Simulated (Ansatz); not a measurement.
Data:

End structure of SiH4 on the (111) surface of germanium (H on every top atom; a constructed slab, bottom: 1 H on 1 bottom sites), one in a cell of 57 Å², started at the site 'top H':

```xyz
45
Lattice="8.1459 0.0000 0.0000 -4.0729 7.0545 0.0000 0.0000 0.0000 33.0000" Properties=species:S:1:pos:R:3 pbc="T T T"
Ge     0.0000     0.0000    11.0960
Ge    -2.0365     3.5273    11.0960
Ge     4.0729     0.0000    11.0960
Ge     2.0365     3.5273    11.0960
Ge     0.0000     2.3515    11.9274
Ge    -2.0365     5.8788    11.9274
Ge     4.0729     2.3515    11.9274
Ge     2.0365     5.8788    11.9274
Ge     0.0000     2.3515    14.4042
Ge    -2.0365     5.8788    14.4042
Ge     4.0729     2.3515    14.4042
Ge     2.0365     5.8788    14.4042
Ge     2.0365     1.1758    15.2290
Ge     0.0000     4.7030    15.2290
Ge     6.1094     1.1758    15.2290
Ge     4.0729     4.7030    15.2290
Ge     2.0365     1.1758    17.6950
Ge     0.0000     4.7030    17.6950
Ge     6.1094     1.1757    17.6950
Ge     4.0729     4.7030    17.6865
Ge     0.0001    -0.0045    18.4957
Ge    -2.0404     3.5294    18.4957
Ge     4.0729     0.0000    18.5024
Ge     2.0403     3.5295    18.4957
Ge     0.0002    -0.0056    20.9566
Ge    -2.0414     3.5299    20.9566
Ge     4.0729     0.0000    20.9668
Ge     2.0412     3.5302    20.9566
Ge     0.0000     2.3515    21.7026
Ge    -2.0363     5.8787    21.7394
Ge     4.0727     2.3514    21.7394
Ge     2.0365     5.8790    21.7394
H      0.0000     0.0000     9.5387
H     -2.0365     3.5273     9.5387
H      4.0729     0.0000     9.5387
H      2.0365     3.5273     9.5387
H      0.0000     2.3515    23.2575
H     -2.0428     5.8738    23.2966
H      4.0718     2.3595    23.2966
H      2.0440     5.8757    23.2966
Si     0.0000     2.3515    25.9320
H      1.4072     2.3524    25.4376
H     -0.7044     3.5698    25.4376
H     -0.7029     1.1324    25.4376
H      0.0000     2.3515    27.4257
```

Set-up: 45 atoms, 13.8 Å thick at the start with caps and adatoms under the adsorbate (thin: gaps and levels are the slab's own); mesh 3x3x1; 0.01 eV smearing; dipole correction on; 20 atoms held, the rest relaxed; held to the start's symmetry, so lower structures may exist; no spin, no spin-orbit, no U. At the end no host atom lies within bonding distance. In D3-corrected PBE this state lies 0.06 eV over the lowest of the starts that converged ('bridge H-H (span 4.1 Å)').

A negative adsorption energy means that the adsorbate is more stable on the surface than in its reference.

**Question.** Estimate the highest filled level below the top vacuum level that Ansatz (an electronic-structure program) with PBE with D3(BJ) dispersion returns for this input.

**Answer.** 4.44 eV

**Question.** Predict the gap of the slab on its k-mesh from PBE with D3(BJ) dispersion.

**Answer.** 0.18 eV

**Question.** Predict the adsorption energy against SiH4(g) from PBE with D3(BJ) dispersion.

**Answer.** -0.15 eV

**Question.** Predict the change of the step from the bottom to the top vacuum level, against the clean slab from PBE with D3(BJ) dispersion.

**Answer.** 0.043 eV
